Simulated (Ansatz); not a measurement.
## Response to strain in TiB2

Base system: TiB$_{2}$ (space group P6/mmm, No. 191; a = 3.0174 Å, c = 3.1851 Å). Axes: x lies along a and z along c of the hexagonal cell.

Strains are applied to the cell and any free atomic positions relax.

Computed with PBEsol in Ansatz (plane waves to 420 eV, PAW, no SOC).

Notes on the quantities. pressure: mean of the normal stresses, compression positive; energy relative to the base: free energy F.

```tsv
variant	pressure	volume per atom	energy relative to the base
base	0.0 GPa	8.37 Å³	0 meV/atom
uniaxial strain ε_zz = −3.00 %	7.6 GPa	8.12 Å³	+12 meV/atom
uniaxial strain ε_zz = −2.00 %	4.9 GPa	8.20 Å³	+5.0 meV/atom
uniaxial strain ε_zz = −1.50 %	3.6 GPa	8.25 Å³	+2.8 meV/atom
uniaxial strain ε_zz = −0.50 %	1.2 GPa	8.33 Å³	+0.3 meV/atom
uniaxial strain ε_zz = +0.50 %	-1.1 GPa	8.41 Å³	+0.3 meV/atom
uniaxial strain ε_zz = +1.50 %	-3.3 GPa	8.50 Å³	+2.7 meV/atom
uniaxial strain ε_zz = +2.00 %	-4.4 GPa	8.54 Å³	+4.8 meV/atom
uniaxial strain ε_zz = +2.50 %	…	8.58 Å³	…
uniaxial strain ε_zz = +3.00 %	-6.4 GPa	8.62 Å³	+11 meV/atom
```

Complete the table.


- uniaxial strain ε_zz = +2.50 %, pressure: -5.4 GPa
- uniaxial strain ε_zz = +2.50 %, energy relative to the base: +7.4 meV/atom

A case with no gap was solved on a k-mesh chosen for an insulator, which is coarse for it. Without a gap, meshes like the base's 13×13×10 leave anisotropic stresses uncertain by several tenths of a GPa, and small strain energies with them. No phonon test of stability was made. All final runs are without spin polarisation.

Ansatz is a first-principles code.
